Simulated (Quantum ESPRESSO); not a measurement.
σyz against shear in rock-salt HfC (space group 225): C44 (Quantum ESPRESSO, PBEsol)

```
HfC
1.0
    0.00000     2.31030     2.31030
    2.30569     0.00461     2.30569
    2.30569     2.30569     0.00461
Hf C
1 1
Direct
  0.00000   0.00000   0.00000
  0.50000   0.50000   0.50000
```

Level of theory: PBEsol, GBRV 1.5 ultrasoft (PBESOL) pseudopotentials (plane waves; Quantum ESPRESSO 7.5). Settings: ecutwfc = 52 Ry; ecutrho = 416 Ry; occupations = smearing; smearing = fermi-dirac; degauss = 0.0036749 Ry; potentials = {Hf: hf_pbesol_v1.uspp.F.UPF, C: c_pbesol_v1.2.uspp.F.UPF}; K_POINTS = automatic 24 24 24 0 0 0; conv_thr = 1e-10 Ry; mixing_beta = 0.7. The cell above is the first row's. The rows shear the cubic cell: the yz and zy parts of the deformation are each γ/2. At γ = 0 the shear stress vanishes by symmetry. Stress is positive in tension. In all rows fractional positions and the k mesh are held.

| γ (%) | σyz (GPa) |
|---|---|
| 0.4 | 0.691 |
| 0.8 | 1.383 |
| 1.2 | 2.075 |
| 1.6 | 2.768 |
| 2.0 | 3.462 |
| 2.4 | 4.157 |
| 2.8 | ? |

Problem. Using a straight line, estimate the missing σyz at γ = 2.8 from the other rows, showing the fit.

Solution. With u = γ - 1.4, the rows have u = -1.0000, -0.6000, -0.2000, 0.2000, 0.6000, 1.0000. Means: u 0, σyz 2.4227. About the means, the sum of products is 4.8520 and the sum of squares of u is 2.8000; the slope is their ratio. Least squares gives σyz = 2.4227 + 1.73286·u. Residuals (row less fit): 0.0012, 0.0000, -0.0011, -0.0013, -0.0004, 0.0014; standard error 0.0013 (degrees of freedom: 4). The slope of the line, 1.73286 GPa per cent, gives C44 ≈ 100 × 1.73286 = 173 GPa, for the static lattice. At the withheld row, u = 1.4000, so σyz = 2.4227 + 1.73286 × 1.4000 = 4.8487 GPa. The calculation gives 4.854 GPa, 0.0053 GPa above the prediction (0.1 % of the range of σyz in the table). The row lies outside the fitted rows, so this is an extrapolation. From the scatter of the fitted rows alone, a prediction at this place has a standard error of 0.0017 GPa, so the miss is 3.0 times that.

Carrying the step between the two nearest rows on in a straight line would have given 4.852, off by 0.002; series whose last step already gives the withheld value aren't shown. The reference cell has the volume at which an earlier scan in this program and functional put its minimum by a fit. The runs keep the symmetry of the cell, so they don't test it for distortions. The unstrained cell stands at a pressure of -0.03 GPa, and the constants belong to that pressure. By symmetry this strain leaves no force on the atoms; the largest in the rows is 0.000 eV/Å. Spin-orbit coupling is off. Without a gap such slopes are sensitive to mesh and smearing. Cutoffs and mesh are single choices, not tested for convergence of this quantity. Series with a scatter that would blur these digits, or in which a gap closes, are not shown. Strain series were run only where this level's volume lies within 10 % of a first guess from the measured size.
